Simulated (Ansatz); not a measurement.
BP (F-43m), HSE06 with spin-orbit coupling, rigid bands in Ansatz (a first-principles code): N_c = 3.84e19 cm⁻³ at 300 K and an electron conductivity mass of 0.316 mₑ.

Question: For 1e16 electrons per cm³ at 300 K, place the Fermi level, estimate the Seebeck coefficient of a parabolic band with constant τ, and give mobility and conductivity for τ = 20 fs.

Answer: The level lies k_BT ln(N_c/n) = 0.213 eV below the conduction-band minimum. S ≈ −(k_B/e)[ln(N_c/n) + 5/2] = -927 μV/K, against -925 μV/K from the full bands (mean over directions). μ = eτ/m = 111 cm²/(V·s) and σ = neμ = 0.178 S/cm. τ is assumed, not computed.

Band transport and this doping are assumed; polarons and phonon drag are left out. Geometry: cell and atoms relaxed with PBEsol.
